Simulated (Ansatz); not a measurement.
Ir, response to strain

The reference is Ir in the fcc (Cu type) structure (space group Fm-3m, No. 225; a = 3.812 Å; relaxed with 0.1 eV smearing). Axes: x, y, z lie along the cube axes.

Strains are applied to the cell and any free atomic positions relax; under biaxial strain the out-of-plane vector relaxes too.

Method: LDA/PAW in Ansatz (a program for electronic structure), spin-orbit coupling left out.

Notes on the quantities. energy relative to the base: free energy F.

```csv
"biaxial strain, plane normal [001], relaxed out of plane (%)",energy relative to the base (meV/atom)
0,0.0
0.5,1.5
1,6.0
1.5,13.4
2,?
2.5,35.9
3,50.8
```

Q: Fit ΔE = Aε² + Bε³ (ε in %) to the rows shown and predict the withheld row.

A: Least squares on the printed values gives A = 6.24 and B = -0.20 meV/atom (largest residual 0.0 meV/atom); this predicts 23.4 meV/atom, and the run gives 23.4 meV/atom, in agreement.

Stability against distortions was not tested. All final runs are without spin polarisation.
